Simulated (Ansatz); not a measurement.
An Ansatz (a quantum-chemistry and plane-wave program) input (PBEsol (Ansatz), spin-orbit coupling left out):

Ansatz 0.2 input:
```yaml
crystal:
  lattice:
    - [0, 2.6732754194, 2.6732754194]
    - [2.6732754194, 0, 2.6732754194]
    - [2.6732754194, 2.6732754194, 0]
  atoms:
    - { symbol: O, position: [0, 0, 0] }
    - { symbol: Sr, position: [0.5, 0.5, 0.5] }
basis: { ecutwfc: 420, ecutrho_ratio: 4, xc_grid: 2, fft_grid_basis: typed }
kpoints: { mp_grid: { grid: [11, 11, 11] } }
hamiltonian:
  xc: pbesol
  dispersion: none
  pseudopotentials: { kind: paw }
scf: { occupations: { method: fermi_dirac, width: 0.05 }, convergence: { dr2_threshold: 0.0000000002 } }
relax: { f_tol: 0.005, max_steps: 50 }
output: { forces: true, stress: true }
checkpoint: { write: state.ck, write_every: 1000 }
```

Task: Which symmetry and how many k-points will the program report, and about how many plane waves at Γ?

Result: Space group Fm-3m (ITA 225) with 48 operations, k-points 56 of 1331, and 725 plane waves at Γ.

Task: And the final pressure?

Result: -9.02 GPa (compression positive).

The cells carry an imposed strain or load. No phonon test of stability was made. The cell was made from SrO in the rock salt structure (space group Fm-3m, No. 225) by this change: isotropic strain +4.38 %.
